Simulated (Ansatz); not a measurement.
ZnSe (F-43m), PBE with spin-orbit coupling, rigid bands run with Ansatz (a program for electronic structure). Condition of this run: functional PBE, cell relaxed with it. Band gap 1.03 eV, N_c = 7.44e17 cm⁻³ and N_v = 2.75e19 cm⁻³ at 300 K, conductivity masses of 0.0983 mₑ (electrons) and 0.721 mₑ (holes). Take k_BT = 0.02585 eV.

Q: What built-in voltage has an abrupt junction with N_A = 1e17 and N_D = 1e17 cm⁻³, all dopants ionised?

A: V_bi = E_g/e − (k_BT/e) ln(N_c N_v/(N_A N_D)) = 1.03 − 0.02585 × 7.62 = 0.83 V, for the computed gap.

Q: A film of it is 5 nm thick. Estimate the confinement energies in an infinite well.

A: ħ²π²/(2m t²) = 0.376 eV·nm²/(m/mₑ × t²) gives 153 meV for electrons and 20.9 meV for holes, so the gap would widen to about 1.20 eV. Finite barriers and nonparabolic bands lower this, and with several valleys or bands the heaviest mass along the normal sets the lowest level, not this average.

Q: What thermal injection velocity √(2k_BT/πm) limits a ballistic channel?

A: 1.72e7 cm/s for electrons and 6.34e6 cm/s for holes, a ratio of √(m_h/m_e) = 2.71, for dilute carriers.

Rigid bands with the computed gap; masses take one relaxation time for all states.
